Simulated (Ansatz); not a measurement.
# Pressure series in BN

The reference is BN in the zinc blende structure (space group F-43m, No. 216; a = 3.625 Å).

Cell and atoms are relaxed at each pressure.

Computed with plane-wave PAW DFT at the PBE level (Ansatz, a first-principles code, 420 eV), no SOC.

```csv
change,volume per atom,width of the top valence band,band gap
base,5.95 Å³,6.45 eV,4.46 eV
pressure −2 GPa,5.99 Å³,6.41 eV,4.46 eV
pressure −1 GPa,5.97 Å³,6.43 eV,4.46 eV
pressure 0.3 GPa,5.95 Å³,6.45 eV,4.46 eV
pressure 0.7 GPa,5.94 Å³,6.46 eV,4.46 eV
pressure 1.5 GPa,5.93 Å³,6.47 eV,4.47 eV
pressure 3 GPa,5.91 Å³,6.50 eV,4.47 eV
pressure 5 GPa,5.88 Å³,6.54 eV,4.48 eV
pressure 7.5 GPa,5.84 Å³,6.58 eV,4.48 eV
pressure 10 GPa,5.80 Å³,6.63 eV,4.49 eV
```

Load acts through the strain it causes; cell and atoms are relaxed under it. Stability against distortions was not tested. No other phases were tried under pressure.
